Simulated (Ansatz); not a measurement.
CsCl-type TiOs was calculated with r²SCAN+rVV10 in Ansatz (plane waves, PAW).

Settings: plane-wave cutoff 500 eV, 18×18×18 k mesh, Fermi–Dirac smearing 0.1 eV, no spin polarisation, scalar-relativistic PAW data made under PBE.

Computed at the level's own relaxed cell.

Q: Give the computed equilibrium volume per atom and lattice parameter a.

A: 
equilibrium volume per atom: 14.51 Å³/atom
lattice parameter a: 3.073 Å

The run finds no gap.

Spin–orbit coupling is not included.

Ansatz is an electronic-structure program.
